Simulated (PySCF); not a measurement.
PySCF 2.14.0, PBE0/def2-svp, df: Mo(O)(S)(Cl)(NMe2) (C[N](C)[Mo](=[O])(=[S])[Cl]), 13 atoms. The geometry is a generated start, not checked to be a minimum at this level.

```json
{
  "task": "energy",
  "method": "pbe0",
  "basis": "def2-svp",
  "two_electron_scheme": "density fitting",
  "mol.max_memory": "3000 MB",
  "mf.max_cycle": "100",
  "mf.conv_tol": "1e-09 (default)",
  "mf.grids.level": "3 (default)",
  "effective_core_potentials": "those of the basis set, past Kr",
  "basis_functions": "153",
  "grid_points": "175272"
}
```

```xyz
13

Mo     0.8880    -1.5309     0.1639
O      2.3805    -1.3486    -0.4942
S      0.9681    -1.8212     2.2963
Cl    -0.3708    -3.1170    -0.6683
N     -0.0396     0.0876    -0.1067
C     -1.2210     0.4563     0.6502
C      0.4082     1.1888    -0.9363
H     -0.9918     1.2785     1.3420
H     -2.0191     0.7860    -0.0253
H     -1.5822    -0.4026     1.2282
H     -0.3501     1.4421    -1.6865
H      0.5961     2.0785    -0.3206
H      1.3338     0.9027    -1.4426
```

Charge 0 and multiplicity 1 are set for this test and not shown to be the ground state.

With the defaults (mf.DIIS = CDIIS, mf.diis = true, mf.diis_space = 8, newton = off, mf.init_guess = minao, mf.level_shift = 0, mf.damp = 0, mf.diis_start_cycle = 1, mf.diis_damp = 0) it converges in 15 Fock builds. One run each on 2 threads, 1 BLAS thread, with these changes:
- newton = Hessian by the SCF's own integrals
- mf.diis_damp = 0.3
- mf.damp = 0.7, mf.diis_start_cycle = 8
- mf.level_shift = 0.3 Hartree
- mf.DIIS = EDIIS
- mf.diis_space = 5
- mf.init_guess = atom
- mf.diis = false
- mf.init_guess = mod_huckel

Question: Which runs fail or end elsewhere than the default run?

Answer: No convergence: mf.DIIS = EDIIS; mf.diis = false (the run ends without SCF convergence in 100 cycles). The rest reach the solution of the defaults.

```csv
setting,Fock builds,end
the defaults,15,same solution
mf.diis_damp = 0.3,15,same solution
mf.init_guess = atom,16,same solution
mf.diis_space = 5,17,same solution
"mf.damp = 0.7, mf.diis_start_cycle = 8",18,same solution
mf.level_shift = 0.3 Hartree,20,same solution
mf.init_guess = mod_huckel,22,same solution
newton = Hessian by the SCF's own integrals,37,same solution
mf.DIIS = EDIIS,101,no convergence
mf.diis = false,101,no convergence
```

Under newton the count holds the products with the orbital Hessian.
